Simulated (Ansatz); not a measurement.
Fluorite HfO₂ (high-temperature phase) was calculated with r²SCAN0 (PAW; Ansatz, a program for electronic structure).

Numerical settings: plane-wave cutoff 600 eV, 8×8×8 k mesh, scalar-relativistic PAW data made under PBE.

Computed at the level's own relaxed cell.

Hill averages of the elastic tensor: K = 286.0 GPa, G = 134.3 GPa. Volume 10.654 Å³/atom, mean atomic mass 70.163 u.

Problem. Work out the density, the sound velocities of a polycrystal and the elastic Debye temperature at this level.

Solution. ρ = 1.66054 × 70.163/10.654 = 10.936 g/cm³. v_l = √[(K + 4G/3)/ρ] = 6.521 km/s and v_t = √(G/ρ) = 3.504 km/s. The mean follows from 3/v_m³ = 1/v_l³ + 2/v_t³: v_m = 3.912 km/s. Θ_D = (ħ/k_B) v_m (6π²/V)^(1/3) = 76.38 K Å s/km × 3.912 × 1.7714 Å⁻¹ = 529 K, counting all atoms of the cell.

Note: symmetry holds this phase in the static calculation, where it need not be a minimum; held by symmetry at 0 K, a high-temperature phase can be a saddle point.
